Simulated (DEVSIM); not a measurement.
Device: GaAs p-n junction from an implanted or diffused profile, at 300 K.

Layer 1 from the left is GaAs, thickness (μm) 3.40, Nd (cm⁻³) 5.1e14, τn (s) 5.8e-8, τp (s) 5.8e-8.

Added acceptor profile: 5.8e17 cm⁻³ × exp(−(x − 0.042 μm)²/(2·(0.036 μm)²)). Left contact: ohmic. Right contact: ohmic. Voltage is applied to the left contact. Recombination: SRH at mid-gap. Mobility is constant in doping.

This is a model device: material constants are rounded textbook-type values typed into the input, and sizes, dopings and lifetimes were drawn at random. Values at 300 K.

GaAs: gap (eV) 1.424, affinity (eV) 4.07, permittivity 12.9, Nc (cm⁻³) 4.7e17, Nv (cm⁻³) 9e18, μn (cm²/Vs) 8500, μp (cm²/Vs) 400.

Model (solved in DEVSIM): 1D drift-diffusion, Boltzmann statistics, complete ionisation; no tunnelling, impact ionisation, image-force lowering or self-heating.

Task: What does the simulation give for the dark forward voltage at 100 A/cm², the dark forward voltage at 1 A/cm², the potential step across the device at zero bias?

Result: dark forward voltage at 100 A/cm² 1.098 V; dark forward voltage at 1 A/cm² 0.954 V; potential step across the device at zero bias 1.159 V.
